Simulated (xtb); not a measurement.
xtb 6.7.1, GFN2-xTB: Ni(CO)2(CNMe)2 (C[N+]#[C-]->[Ni](<-[C-]#[O+])(<-[C-]#[O+])<-[C-]#[N+]C), 17 atoms. The geometry is a generated start, not checked to be a minimum at this level.

```
Property                  Result
-----------------  -------------
run flags                 --grad
method                  GFN2-xTB
--acc                1 (default)
--etemp (K)        300 (default)
basis functions               56
valence electrons             62
```

```xyz
17

Ni     1.1668     0.0432     0.3860
O      3.3654     1.3449    -1.0358
C      2.4885     0.8455    -0.5029
O      2.1652    -1.1508     2.8611
C      1.7505    -0.6959     1.9000
C     -0.4422    -3.1803    -2.1747
N      0.0196    -2.1415    -1.3733
C      0.4200    -1.2866    -0.6945
H      0.0362    -4.1126    -1.8695
H     -0.1983    -2.9698    -3.2176
H     -1.5239    -3.2723    -2.0640
C     -1.8581     3.0985     1.4146
N     -0.9357     2.1170     1.0654
C     -0.1593     1.2974     0.7877
H     -2.8501     2.6513     1.4978
H     -1.8703     3.8748     0.6473
H     -1.5741     3.5373     2.3725
```

Charge 0 and multiplicity 1 are set for this test and not shown to be the ground state.

One run each on 1 thread. Values of broydamp tried: 0.02, 0.05, 0.1, 0.2, 0.4 (default), 0.6, 0.8, 1.

Question: Predict the course of the SCC iterations along this series.

Answer: Fewest SCC iterations, within one of each other: 0.4 (default) with 14, 0.6 with 15. The count rises to 24 at 0.02. All converge to one solution.

```csv
broydamp,SCC iterations,end
0.02,24,same solution
0.05,20,same solution
0.1,17,same solution
0.2,18,same solution
0.4 (default),14,same solution
0.6,15,same solution
0.8,18,same solution
1,19,same solution
```
